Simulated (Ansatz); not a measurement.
Take TiC in the rock salt structure (space group Fm-3m, No. 225; a = 4.2609 Å) as the base.

Method: LDA in Ansatz (plane waves to 420 eV, PAW, no SOC).

One change was made to it. Results:

```csv
quantity,base,after
lattice parameter a,4.261 Å,4.239 Å
band gap,zero,zero
```

Q: What was done to the base?
(A) pressure −2 GPa
(B) pressure 9 GPa
(C) pressure 4.5 GPa

A: C, pressure 4.5 GPa. For comparison, the lattice parameter a in the other runs: pressure −2 GPa gives 4.271 Å; pressure 9 GPa gives 4.218 Å.

Load acts through the strain it causes; cell and atoms are relaxed under it. No phonon test of stability was made. No other phases were tried under pressure. All final runs are without spin polarisation.

Ansatz is a quantum-chemistry and plane-wave program.
